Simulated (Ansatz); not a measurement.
Take Si in the diamond structure (space group Fd-3m, No. 227; a = 5.434 Å) as the base. Axes: x, y, z lie along the cube axes.

Method: PBEsol (Ansatz, a quantum-chemistry and plane-wave program; PAW; 420 eV plane waves; spin-orbit coupling left out).

Strains are applied to the cell and any free atomic positions relax; under biaxial strain the out-of-plane vector relaxes too.

One change was made to it. Results:

The energy grows by 9.9 meV/atom; the pressure goes from zero to 4.13 GPa.

Which change produced these results?
A) biaxial strain +3.35 %, plane normal [110], relaxed out of plane
B) isotropic strain −1.34 %
C) isotropic strain −1.19 %

B, isotropic strain −1.34 %. For comparison, the energy relative to the base in the other runs: isotropic strain −1.19 % gives +7.8 meV/atom; biaxial strain +3.35 %, plane normal [110], relaxed out of plane gives +28 meV/atom.

A biaxial case was relaxed in a doubled cell and then solved in the primitive one. Stability against distortions was not tested.
